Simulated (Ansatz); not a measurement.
# ZnCu2SnS4: pressure series

Start from ZnCu₂SnS₄ (space group I-4, No. 82; a = 5.317 Å, c = 10.643 Å).

Cell and atoms are relaxed at each pressure.

All numbers come from LDA (Ansatz, a quantum-chemistry and plane-wave program, PAW, spin-orbit coupling left out).

Two rows of this table had their results exchanged by mistake.

```json
[
 {"pressure": "pressure 0.9 GPa", "volume per atom (Å³)": "17.30", "shortest distance (Å)": "2.181", "band gap": "0.38 eV"},
 {"pressure": "pressure 2.1 GPa", "volume per atom (Å³)": "18.39", "shortest distance (Å)": "2.228", "band gap": "0.21 eV"},
 {"pressure": "pressure 4.5 GPa", "volume per atom (Å³)": "17.97", "shortest distance (Å)": "2.210", "band gap": "0.27 eV"},
 {"pressure": "pressure 9 GPa", "volume per atom (Å³)": "18.62", "shortest distance (Å)": "2.237", "band gap": "0.17 eV"},
 {"pressure": "pressure 15 GPa", "volume per atom (Å³)": "16.58", "shortest distance (Å)": "2.148", "band gap": "0.51 eV"},
 {"pressure": "pressure 22.5 GPa", "volume per atom (Å³)": "15.86", "shortest distance (Å)": "2.115", "band gap": "0.65 eV"},
 {"pressure": "pressure 30 GPa", "volume per atom (Å³)": "15.28", "shortest distance (Å)": "2.088", "band gap": "0.76 eV"}
]
```

Task: Which two?

Result: The rows for pressure 0.9 GPa and pressure 9 GPa: the volume has to fall steadily with pressure, so 18.62 Å³ belongs to pressure 0.9 GPa and 17.30 Å³ to pressure 9 GPa.

Load acts through the strain it causes; cell and atoms are relaxed under it. Stability against distortions was not tested. No other phases were tried under pressure. All final runs are without spin polarisation. The zero or small gap of ZnCu2SnS4 can change with the level of theory.
